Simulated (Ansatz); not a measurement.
## Effective masses and thermopower of CdSe under load (space group I-4m2)

Consider the following.

```xyz
2
Lattice="0.0000 3.0213 3.1771 3.0213 0.0000 3.1771 3.0213 3.0213 0.0000" Properties=species:S:1:pos:R:3 pbc="T T T"
Cd     0.0000     0.0000     0.0000
Se     4.5320     4.5320     4.7656
```

These are r2SCAN with spin-orbit coupling, rigid bands (plane waves, PAW; Ansatz, a program for electronic structure) values and carry that method's errors. Condition of this run: uniaxial stress zz = -1 GPa (compression positive) (the target of the relaxation). Cell: cell and atoms relaxed with r2SCAN, then loaded as said.

```
Property                                                                                                                                                             Result
---------------------------------------------------------------------------------------------------------------------------------------  ----------------------------------
band gap                                                                                                                                                            0.85 eV
electron conductivity mass (300 K, dilute)                                                                                               0.100 (x), 0.100 (y), 0.106 (z) mₑ
hole conductivity mass (300 K, dilute)                                                                                                      0.57 (x), 0.57 (y), 0.93 (z) mₑ
effective density of states N_c (300 K)                                                                                                                         7.8e17 cm⁻³
effective density of states N_v (300 K)                                                                                                                         1.0e19 cm⁻³
density-of-states mass, electrons                                                                                                                                  0.098 mₑ
density-of-states mass, holes                                                                                                                                       0.55 mₑ
Seebeck coefficient, n-type 1e19 cm⁻³, 300 K                                                                                                                       -66 μV/K
best n-type power factor at 300 K for τ = 10 fs (best axis; densities from 1e16 to 1e21 cm⁻³ tried, whether or not they can be reached)        1.19 μW/(cm·K²) at 3e18 cm⁻³
Seebeck coefficient, p-type 1e19 cm⁻³, 300 K                                                                                                                       272 μV/K
best p-type power factor at 300 K for τ = 10 fs (best axis; densities from 1e16 to 1e21 cm⁻³ tried, whether or not they can be reached)         7.5 μW/(cm·K²) at 3e20 cm⁻³
```

Rigid bands; masses and Seebeck coefficients take one relaxation time τ for all states and one kind of carrier; polarons and phonon drag are left out.
